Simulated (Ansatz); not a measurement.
For ZnSnN2 (Pna2₁, No. 33, 16 atoms in the cell; start mp-1029469), LDA in Ansatz (plane waves, PAW) gives:

| Property | Value |
|---|---|
| cohesive energy | 4.58 eV/atom |
| band gap | 0.26 eV |

Q: What does r²SCAN+rVV10 (Ansatz, a program for electronic structure, PAW) give for the same quantities?

A: 
- cohesive energy: 3.84 eV/atom (drops by 0.74 eV/atom)
- band gap: 0.51 eV (rises by 0.25 eV)

Changes are worked out from the printed values.

Unless a cell is named, each level is at its own relaxed cell (LDA 12.99, r²SCAN+rVV10 13.36 Å³/atom).

Levels without +SOC leave out spin–orbit coupling, which shifts energies and cells of such heavy elements.

Levels without +SOC have no spin–orbit coupling; where heavier elements are present it shifts gaps, mostly down, and can invert bands. Density-functional gaps are differences of (generalised) Kohn–Sham levels.

Caveats: the relaxation could not lower the start's symmetry, so the cell can be a saddle point above a distorted one (LDA, r²SCAN+rVV10). Ansatz's density-functional and Hartree–Fock values are scalar-relativistic unless marked +SOC, with PAW data made under PBE.

A start named mp-… is a Materials Project structure, which need not be a measured phase.
